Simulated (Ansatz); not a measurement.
Reference: PbI$_{2}$ (P-3m1), PBEsol+D3BJ with spin-orbit coupling, rigid bands (plane waves, PAW; Ansatz, a program for electronic structure); axes and stresses refer to this cell.

```xyz
3
Lattice="4.4390 0.0000 0.0000 -2.2195 3.8443 0.0000 0.0000 0.0000 6.7416" Properties=species:S:1:pos:R:3 pbc="T T T"
Pb     0.0000     0.0000     0.0000
I      2.2195     1.2814     4.8522
I      0.0000     2.5629     1.8894
```

* **band gap**: 1.15 eV
* **Seebeck coefficient, n-type 1e19 cm⁻³**: -164 μV/K
* **hole mass along x**: 0.32 mₑ

Question: Change: hydrostatic pressure 2 GPa. What happens to band gap, Seebeck coefficient, n-type 1e19 cm⁻³, hole mass along x?

Answer: band gap shrinks to 0.96 eV; Seebeck coefficient, n-type 1e19 cm⁻³ drops in size to -140 μV/K; hole mass along x falls to 0.21 mₑ.

Question: Change: hydrostatic pressure 5 GPa. What happens to band gap, Seebeck coefficient, n-type 1e19 cm⁻³, hole mass along x?

Answer: band gap shrinks to 0.81 eV; Seebeck coefficient, n-type 1e19 cm⁻³ rises in size to -241 μV/K; hole mass along x shrinks to 0.151 mₑ.

Masses are for dilute carriers at 300 K, harmonic means over directions unless an axis is named. Seebeck coefficients are for the stated density at 300 K, with one relaxation time for all states and whether or not that doping can be reached. Stresses and pressures are the targets of the relaxation.  The structure type is held under load, also where the real crystal would transform.

PBEsol with a dispersion correction tends to overbind, so the cell can be several per cent short, in bad cases over ten, which usually narrows a gap: PbI2 (P-3m1).
